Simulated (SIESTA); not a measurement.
Input and output of a self-consistent single point for Nb5Si3 (I4/mcm, 16 atoms in the cell) (SIESTA).

Method: SIESTA with GGA PBEsol, numerical atomic orbitals DZP, PseudoDojo PBEsol standard norm-conserving potentials (rewritten from UPF to PSML).

```xyz
16
Lattice="-3.2850 3.2850 5.9420 3.2850 -3.2850 5.9420 3.2850 3.2850 -5.9420" Properties=species:S:1:pos:R:3 pbc="T T T"
Si     0.0000     0.0000     2.9710
Si     0.0000     0.0000     8.9130
Nb     1.0906     4.3756     1.7826
Nb     2.1944     1.0906     1.7826
Nb     2.1944    -1.0906     7.7246
Nb     1.0906     2.1944     7.7246
Nb     1.0906     2.1944     4.1594
Nb     2.1944    -1.0906     4.1594
Nb     2.1944     1.0906    -1.7826
Nb     1.0906     4.3756    -1.7826
Nb     0.0000     0.0000     0.0000
Nb     0.0000     0.0000     5.9420
Si    -0.8213     2.4638     5.9420
Si     0.8213     2.4638     0.0000
Si     4.1063     0.8213     0.0000
Si     2.4638     0.8213     5.9420
```

Reference input (self-consistent single point, DFT, GGA PBEsol, numerical atomic orbitals DZP, PseudoDojo PBEsol standard norm-conserving potentials (rewritten from UPF to PSML)): XC.functional = GGA; XC.authors = PBEsol; potentials = PseudoDojo PBEsol standard; PAO.BasisSize = DZP; PAO.EnergyShift = 0.01 Ry; MeshCutoff = 350 Ry; kgrid.MonkhorstPack = 6 6 6; OccupationFunction = MP; OccupationMPOrder = 0; ElectronicTemperature = 200 meV; MaxSCFIterations = 150; SCF.Mixer.Method = Pulay. This run's input differs from it in these lines:

```diff
@@ -42,5 +42,5 @@
 %block kgrid.MonkhorstPack
-    6   0   0  0.0
-    0   6   0  0.0
-    0   0   6  0.0
+    3   0   0  0.0
+    0   3   0  0.0
+    0   0   3  0.0
 %endblock kgrid.MonkhorstPack
```

Log, with long lists cut:

```
        iscf     Eharris(eV)        E_KS(eV)     FreeEng(eV)     dDmax    Ef(eV) dHmax(eV)
   scf:    1   -17480.281861   -17602.515329   -17602.678880  0.942162 -2.799782  9.500236
   scf:    2   -17628.971707   -17616.536220   -17616.689723  0.111737 -3.053998  7.068703
   scf:    3   -17640.803528   -17632.121281   -17632.265935  0.235754 -3.731176  2.795425
   scf:    4   -17633.752584   -17633.259410   -17633.408404  0.057214 -3.968052  0.784701
   scf:    5   -17633.522928   -17633.431908   -17633.582593  0.033695 -4.019600  0.572724
   scf:    6   -17633.220033   -17633.403711   -17633.558284  0.049308 -4.139093  1.116276
   [... lines left out ...]
   scf:   10   -17633.566771   -17633.566760   -17633.719134  0.000147 -4.122020  0.003814
   scf:   11   -17633.566744   -17633.566756   -17633.719161  0.000533 -4.123302  0.001337
   scf:   12   -17633.566754   -17633.566755   -17633.719163  0.000109 -4.123494  0.000893
   scf:   13   -17633.566750   -17633.566753   -17633.719163  0.000058 -4.123699  0.000566
   scf:   14   -17633.566749   -17633.566751   -17633.719163  0.000033 -4.123837  0.000531
   scf:   15   -17633.566745   -17633.566748   -17633.719163  0.000081 -4.123872  0.000096
   scf:   16   -17633.566748   -17633.566748   -17633.719163  0.000002 -4.123876  0.000081
SCF Convergence by DM+H criterion
max |DM_out - DM_in|         :     0.0000023545
max |H_out - H_in|      (eV) :     0.0000808967
SCF cycle converged after 16 iterations

Using DM_out to compute the final energy and forces

siesta: E_KS(eV) =           -17633.5667

siesta: E_KS - E_eggbox =    -17633.5667

siesta: Atomic forces (eV/Ang):
     1    0.000818   -0.000818   -0.000000
     2   -0.000818    0.000818   -0.000000
     3    0.186982    0.186982   -0.120142
     4   -0.187613    0.187206   -0.120083
     5   -0.186122   -0.186122   -0.123424
     6    0.187206   -0.187613   -0.120083
     7    0.187613   -0.187206    0.120083
     8   -0.186982   -0.186982    0.120142
     9   -0.187206    0.187613    0.120083
    10    0.186122    0.186122    0.123424
    11   -0.000000   -0.000000   -0.000000
   [... lines left out ...]
siesta: FreeEng =    -17633.719163
siesta: Cell volume =        256.485836 Ang**3
siesta:         -33.00851085        -31.07259784  kBar
   [... lines left out ...]
     5     0.168218   12.831782  Nb
     6     0.168016   12.831984  Nb
     7     0.168016   12.831984  Nb
     8     0.168360   12.831640  Nb
     9     0.168016   12.831984  Nb
    10     0.168218   12.831782  Nb
    11    -0.083202   13.083202  Nb
    12    -0.083202   13.083202  Nb
    13    -0.221293    4.221293  Si
    14    -0.221300    4.221300  Si
    15    -0.221293    4.221293  Si
    16    -0.221300    4.221300  Si
 Total    -0.000000
```

The run converged in 16 iterations. Against the reference run the free energy rises by 1.3 meV/atom, the pressure stays near -3.30 GPa while the zz stress (positive for compression) goes from -3.83 to -4.22 GPa and the largest force goes from 1.062 to 1.126 eV/Å.

The starting cell comes from a database of published, mostly measured structures (it also holds non-ambient and calculated ones), without a prior relaxation at this level. Spin polarisation is off. Values carry the incompleteness of an atom-centred basis. With a pressure of about -3 GPa the cell is away from its equilibrium volume at this level. Forces in this geometry exceed 1 eV/Å.

Cost on one core of a shared machine: roughly 2 min.
